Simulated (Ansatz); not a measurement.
**A computed series for AlN: response to strain**

The parent structure is AlN in the wurtzite structure (space group P6_3mc, No. 186).

```xyz
4
Lattice="3.1138 0.0000 0.0000 -1.5569 2.6966 0.0000 0.0000 0.0000 4.9833" Properties=species:S:1:pos:R:3 pbc="T T T"
Al     0.0000     1.7978     4.9833
Al     1.5569     0.8989     2.4917
N      0.0000     1.7978     1.9037
N      1.5569     0.8989     4.3953
```

Cartesian axes are those of the cell as printed.

Strains are applied to the cell and any free atomic positions relax.

Calculations: Kohn–Sham DFT with the PBEsol functional, run in Ansatz (a first-principles code) with PAW and 420 eV plane waves, without spin-orbit coupling.

Notes on the quantities. pressure: mean of the normal stresses, compression positive; energy relative to the base: free energy F.

| change | pressure | electron mass | energy relative to the base |
|---|---|---|---|
| base | 0.01 GPa | – | 0 meV/atom |
| uniaxial strain ε_xx = −3.00 % | 6.64 GPa | 0.29 mₑ along z, 0.31 mₑ across (at Γ) | +12 meV/atom |
| uniaxial strain ε_xx = −2.40 % | 5.24 GPa | 0.29 mₑ along z, 0.31 mₑ across (at Γ) | +7.4 meV/atom |
| uniaxial strain ε_xx = −1.80 % | 3.88 GPa | 0.31 mₑ along x, 0.30 mₑ along y, 0.29 mₑ along z (at Γ) | +4.1 meV/atom |
| uniaxial strain ε_xx = −1.20 % | 2.56 GPa | 0.31 mₑ along x, 0.30 mₑ along y, 0.29 mₑ along z (at Γ) | +1.8 meV/atom |
| uniaxial strain ε_xx = −0.60 % | 1.27 GPa | 0.30 mₑ along x, 0.30 mₑ along y, 0.29 mₑ along z (at Γ) | +0.4 meV/atom |

The levels and masses belong to the bands next to the band gap. Effective masses come from finite differences of ±0.01 Å⁻¹. Stability against distortions was not tested.
